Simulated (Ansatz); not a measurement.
# Input and output of a self-consistent single point for ZrCu5 (R3m, 6 atoms in the cell) (Ansatz)

Method of the run: LDA (PW92), default PAW files made with PBE (plane waves; Ansatz, a first-principles code).

Input:

Ansatz 0.2 input:
```yaml
# ZrCu5
crystal:
  lattice:
    - [0.000000, 3.421780, 3.421780]
    - [3.421780, 0.000000, 3.421780]
    - [3.421780, 3.421780, 0.000000]
  atoms:
    - { symbol: Zr, position: [0.004218, 0.004218, 0.004218] }
    - { symbol: Cu, position: [0.750000, 0.750000, 0.750000] }
    - { symbol: Cu, position: [0.375890, 0.872330, 0.375890] }
    - { symbol: Cu, position: [0.375890, 0.375890, 0.375890] }
    - { symbol: Cu, position: [0.872330, 0.375890, 0.375890] }
    - { symbol: Cu, position: [0.375890, 0.375890, 0.872330] }
basis:
  ecutwfc: 420.0
kpoints:
  mp_grid: { grid: [8, 8, 8] }
hamiltonian:
  xc: lda
  pseudopotentials: { kind: paw }
scf:
  occupations: { method: fermi_dirac, width: 0.1 }
output:
  forces: true
  eigenvalues: true
  stress: true
```

The program printed (abridged):

```
WARN ansatz: RAYON_NUM_THREADS=1 ignored (pool sized by the plan → 1); use --threads N
Pseudopotentials: kind: paw
Pseudopotential: Zr, paw, valence charge 12
Pseudopotential: Cu, paw, valence charge 19
Crystal: 6 atoms, lattice volume = 80.128 Å³
Basis set: ecut = 420 eV, 1471 PW (Γ)
Bands: 65, of which v1, the nominal top of the filled ones, is band 54 counted from 1 (53 counted from 0)
Symmetry: 6 space group operations
Space group: R3m (ITA 160), of the structure as read, at distance tolerance 4.3e-5 Å
k-points: 65 of 512 (time reversal used)
PAW frozen core: Zr, regenerated for the run's functional, and the local potential with it
PAW frozen core: Cu, regenerated for the run's functional, and the local potential with it
Initial density: superposition of atomic densities (neutral atoms: chi_scale 0, normalization atom), corrected by the library's trained network
Initial wavefunctions: pseudopotential atomic-orbital guess
Eigensolver: davidson
Functional: x = slater, c = lda
SCF iter   1: F=—  HF=-36856.877250 eV  |F-HF|=—  |Δ(HF+E_count)|=         —  Δρ=1.62e-2  dr2=8.60e-2  ethr=1.77e-3  ⟨swp⟩=5.5  Hψ=12878  notcnv=0  defer=88
all-band conjugate gradients solve this SCF's bands
preconditioner: auto → Kerker (q_TF=auto, 2.863 Å⁻¹)
SCF iter   2: F=—  HF=-36856.853714 eV  |F-HF|=—  |Δ(HF+E_count)|=   2.35e-2  Δρ=3.06e-3  dr2=1.03e-2  ethr=8.04e-5  ⟨swp⟩=2.0  Hψ=7317  notcnv=0  defer=140
SCF iter   3: F=—  HF=-36856.852115 eV  |F-HF|=—  |Δ(HF+E_count)|=   1.60e-3  Δρ=2.28e-3  dr2=4.05e-3  ethr=9.67e-6  ⟨swp⟩=1.6  Hψ=4122  notcnv=0  defer=140
SCF iter   4: F=—  HF=-36856.851155 eV  |F-HF|=—  |Δ(HF+E_count)|=   9.60e-4  Δρ=3.57e-4  dr2=1.24e-4  ethr=3.79e-6  ⟨swp⟩=1.9  Hψ=5200  notcnv=0  defer=140
SCF iter   5: F=—  HF=-36856.851143 eV  |F-HF|=—  |Δ(HF+E_count)|=   1.12e-5  Δρ=2.59e-4  dr2=3.70e-5  ethr=1.16e-7  ⟨swp⟩=2.2  Hψ=5849  notcnv=0  defer=140
SCF iter   6: F=—  HF=-36856.851135 eV  |F-HF|=—  |Δ(HF+E_count)|=   8.43e-6  Δρ=4.76e-5  dr2=1.43e-6  ethr=3.46e-8  ⟨swp⟩=2.0  Hψ=6725  notcnv=0  defer=140
SCF iter   7: F=—  HF=-36856.851136 eV  |F-HF|=—  |Δ(HF+E_count)|=   1.41e-6  Δρ=1.44e-5  dr2=1.73e-7  ethr=1.34e-9  ⟨swp⟩=2.0  Hψ=7232  notcnv=0  defer=140
SCF iter   8: F=-36856.851136 eV  HF=-36856.851136 eV  |F-HF|=4.95e-8  |Δ(HF+E_count)|=   4.81e-8  Δρ=6.64e-6  dr2=5.04e-8  ethr=9.35e-11  ⟨swp⟩=8.2  Hψ=16044  notcnv=0
SCF 1 converged in 8 iterations: F = -36856.851136 eV  dr2 = 5.04e-8
SCF converged after 8 iterations
Free energy (F): -36856.851136 eV
Harris-Foulkes:  -36856.851136 eV  (|F-HF|=4.95e-8)
Internal energy: -36856.756887 eV  (E = F + TS)
E sigma→0 (E₀):  -36856.804012 eV
Entropy (-TS):   -0.094249 eV (-15.708 meV/atom)
Fermi energy:    16.292067 eV
--- Per-component energies (eV) ---
  E_band       = -1932.750514
  E_kinetic    = 1835.335067
  E_local      = -22790.355445  (includes V_loc(G=0)·N_el)
  E_nonlocal   = 2038.633278
  E_hartree    = 10037.225399
  E_xc         = -608.743935
  E_vxc        = -772.010879  (∫ρ·V_xc dr)
  E_paw        = -10801.634957  (= ΣΔE_a)
  E_vpaw       = -2318.813438  (= ΣTr[D̂ρ^β])
  E_aug_tail   = 0.001343  (compensation charges beyond the density's cutoff)
  E_ewald      = -16569.836338
  E_core_change = 2.618701  (= ΣΔE_core)
  E_smearing   = -0.094249  (= −TS)
  E_closure    = 0.000000  (closes the sum)
  Σ components = -36856.851136   (vs F -36856.851136, Δ=0.00e0)
--- Forces (eV/Å), atoms counted from 1 ---
  atom   1  Zr    -0.16448726    -0.16448726    -0.16448726
  atom   2  Cu     0.01589157     0.01589157     0.01589157
  atom   3  Cu     0.05083844     0.06101854     0.05083844
  atom   4  Cu    -0.01408733    -0.01408733    -0.01408733
  atom   5  Cu     0.06101854     0.05083844     0.05083844
  atom   6  Cu     0.05083844     0.05083844     0.06101854
  max |Σ_I F_I| component: 1.24e-5 eV/Å
--- Stress (GPa, compression-positive) ---
       -8.841279       0.124561       0.124561
        0.124561      -8.841279       0.124561
        0.124561       0.124561      -8.841279
  P = ⅓ Tr σ = -8.8413 GPa (-88.413 kbar)
  The stress holds the Pulay correction. Without it, at fixed plane waves, as pw.x and ABINIT print it: P = -8.9226 GPa
--- Band table (eV; the first three rows and the last of 65) ---
  k-point 0: bands = ["-95.8829", "-95.8640", "-95.8548", "-95.8548", "-95.6314", "-53.7610", "-53.7292", "-53.7255", "-53.7255", "-53.7024", "-53.7024", "-53.6573", "-53.6573", "-53.6346", "-53.5955", "-53.5888", "-53.5888", "-53.4422", "-53.4422", [...]
  k-point 1: bands = ["-95.8826", "-95.8639", "-95.8553", "-95.8548", "-95.6314", "-53.7569", "-53.7278", "-53.7252", "-53.7237", "-53.7018", "-53.7000", "-53.6592", "-53.6575", "-53.6364", "-53.5974", "-53.5931", "-53.5896", "-53.4422", "-53.4422", [...]
  k-point 2: bands = ["-95.8816", "-95.8634", "-95.8567", "-95.8548", "-95.6314", "-53.7475", "-53.7247", "-53.7244", "-53.7168", "-53.6995", "-53.6929", "-53.6647", "-53.6583", "-53.6414", "-53.6104", "-53.5969", "-53.5914", "-53.4423", "-53.4422", [...]
  k-point 64: bands = ["-95.8769", "-95.8701", "-95.8548", "-95.8548", "-95.6314", "-53.7423", "-53.7027", "-53.7027", "-53.6992", "-53.6992", "-53.6883", "-53.6792", "-53.6792", "-53.6556", "-53.6346", "-53.5931", "-53.5931", "-53.4422", [...]
```

The run converged in 8 iterations.

The starting cell comes from a database of computed structures (which also holds hypothetical and non-ambient phases and stackings), without a prior relaxation at this level. Its lattice was rescaled by up to half a per cent. One atom was moved a little off its site on purpose. Spin polarisation is off. With a pressure of about -9 GPa the cell is away from its equilibrium volume at this level. Ansatz's pressure includes its estimate of the finite-basis (Pulay) stress.
